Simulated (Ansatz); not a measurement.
The reference is CsSnI₃ in the cubic perovskite structure (space group Pm-3m, No. 221; a = 6.2251 Å). Axes: x, y, z lie along the cube axes.

The values are results of DFT with r2SCAN, PAW potentials and a 500 eV plane-wave cutoff in Ansatz (a program for electronic structure), no spin-orbit coupling, earlier PAW set, not measurements.

For the base:

* **Pressure**: 0.00 GPa

One thing is altered: uniaxial strain ε_yy = +2.47 %, all other strain components held at zero; the atoms relax in the strained cell.

### Question
How does this affect the pressure?

### Answer
The pressure (mean of the normal stresses, compression positive) goes from zero to -0.38 GPa.

No phonon test of stability was made. Many cubic perovskites are stable only at high temperature; tilts and polar distortions were not tested.
